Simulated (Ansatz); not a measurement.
A computed series for BaTiO3: pressure series

Base system: BaTiO$_{3}$ (space group P4mm, No. 99; a = 3.985 Å, c = 4.204 Å).

Cell and atoms are relaxed at each pressure.

Method: Ansatz (a program for electronic structure) PBE, spin-orbit coupling left out, earlier PAW set.

Computed cases, in order: pressure −1 GPa; 0 GPa (base); pressure 3 GPa; pressure 7 GPa; pressure 15 GPa; pressure 30 GPa; pressure 50 GPa; pressure 75 GPa; pressure 100 GPa.

Task: Between which two neighbouring cases does the gap turn between direct and indirect?

Result: Between pressure 15 GPa (1.96 eV, indirect, A → Γ) and pressure 30 GPa (2.01 eV, direct at Γ). The whole series: pressure −1 GPa: 1.84 eV, indirect, A → Γ; 0 GPa (base): 1.85 eV, indirect, A → Γ; pressure 3 GPa: 1.87 eV, indirect, A → Γ; pressure 7 GPa: 1.90 eV, indirect, A → Γ; pressure 15 GPa: 1.96 eV, indirect, A → Γ; pressure 30 GPa: 2.01 eV, direct at Γ; pressure 50 GPa: 2.02 eV, direct at Γ; pressure 75 GPa: 2.00 eV, direct at Γ; pressure 100 GPa: 1.95 eV, direct at Γ.

Load acts through the strain it causes; cell and atoms are relaxed under it. Stability against distortions was not tested. Competing high-pressure phases were not computed. All final runs are without spin polarisation. k-point labels follow each cell's own Brillouin zone.
